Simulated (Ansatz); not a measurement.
Start from SiO$_{2}$ (space group P3_221, No. 154; a = 5.0221 Å, c = 5.5103 Å). Axes: x lies along a and z along c of the hexagonal cell.

The change: compressive biaxial strain of 1.50 % in the plane normal to [001], as in epitaxy on a mismatched substrate; the out-of-plane cell vector and the atoms relax.

Level of theory: Kohn–Sham DFT with the PBE functional, run in Ansatz (a first-principles code) with PAW and 420 eV plane waves, scalar-relativistic without spin-orbit coupling.

Base, band edges from the VBM (valence, conduction): K 0.00, 8.55; H -0.57, 8.39; M -0.01, 7.84; L -0.21, 8.39; A -0.12, 7.58; Γ -0.33, 5.68 eV.

Give the band edges at the high-symmetry points of the new zone, measured from its valence-band maximum.


| point | valence edge (eV) | conduction edge (eV) |
|---|---|---|
| Γ | -0.30 | 5.75 |
| M | -0.03 | 7.97 |
| K | 0.00 | 8.63 |
| A | -0.10 | 7.67 |
| L | -0.17 | 8.51 |
| H | -0.54 | 8.53 |

The gap is 5.75 eV, indirect, K → Γ.

No phonon test of stability was made.
